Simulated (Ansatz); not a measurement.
An Ansatz (a quantum-chemistry and plane-wave program) input (r2SCAN in Ansatz (plane waves to 500 eV, PAW, without spin-orbit coupling), earlier PAW set):

Ansatz 0.2 input:
```yaml
crystal:
  lattice:
    - [2.8401085266, 1.6397374224, 2.3315937485]
    - [-2.8401085266, 1.6397374224, 2.3315937485]
    - [0, -3.2794748447, 2.3315937485]
  atoms:
    - { symbol: Ba, position: [0.0012683627, 0.0012683627, 0.0012683627] }
    - { symbol: Ti, position: [0.5146892056, 0.5146892056, 0.5146892056] }
    - { symbol: O, position: [0.4882202606, 0.9786919105, 0.4882202606] }
    - { symbol: O, position: [0.4882202606, 0.4882202606, 0.9786919105] }
    - { symbol: O, position: [0.9786919105, 0.4882202606, 0.4882202606] }
basis: { ecutwfc: 500, ecutrho_ratio: 4, xc_grid: 4, fft_grid_basis: typed }
kpoints: { mp_grid: { grid: [12, 12, 12] } }
hamiltonian:
  xc: r2scan
  dispersion: none
  pseudopotentials: { azcp: { folder: ./paw }, kind: paw }
total_charge: -1.302997
scf: { occupations: { method: fermi_dirac, width: 0.0259 }, convergence: { dr2_threshold: 0.0000000005 } }
relax: { f_tol: 0.005, max_steps: 30 }
output: { forces: true, stress: true }
checkpoint: { write: state.ck, write_every: 1000 }
```

Which symmetry and how many k-points will the program report, and about how many plane waves at Γ?

Space group R3m (ITA 160) with 6 operations, k-points 189 of 1728, and 1659 plane waves at Γ.

Charged cell with a jellium background: band edges are those of the host's band count, energies are not comparable with the neutral cell, and many-body gap narrowing is missing. Stability against distortions was not tested. The final runs are not spin-polarised. The cell was made from BaTiO₃ (space group R3m, No. 160) by this change: electrons 2.0×10^22 cm⁻³. This is not the structure that BaTiO3 has at room temperature and ambient pressure.
